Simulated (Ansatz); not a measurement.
## C (model structure, Fm-3m, No. 225, 1 atom in the cell)

All values below come from r²SCAN in Ansatz (plane waves, PAW).

Settings: plane-wave cutoff 560 eV, 26×26×26 k mesh, Fermi–Dirac smearing 0.05 eV, scalar-relativistic PAW data made under PBE.

Cell (relaxed at this level):

Space group Fm-3m (No. 225); a = 3.096 Å, b = 3.096 Å, c = 3.096 Å, α = 90.00°, β = 90.00°, γ = 90.00°

| atom | site | symmetry | x | y | z |
|---|---|---|---|---|---|
| C | 4a | m-3m | 0.0000 | 0.0000 | 0.0000 |
(The calculation used a cell of 1 atom; values per cell refer to that cell.)

For C (model structure, Fm-3m, No. 225, 1 atom in the cell), the band gap comes out as none and the bulk modulus B0 comes out as 153 GPa.

Note: the bulk modulus is −V dP/dV from two relaxed cells at ±2 % in volume; the relaxation could raise the start's symmetry but not lower it, so the cell can be a saddle point.

The computed numbers hold no vibrational or temperature effects.

A model structure was made by putting elements into a prototype or built by hand; it is no filed structure, need not be a known phase, and can be a saddle point held by its symmetry.

Ansatz is a quantum-chemistry and plane-wave program.
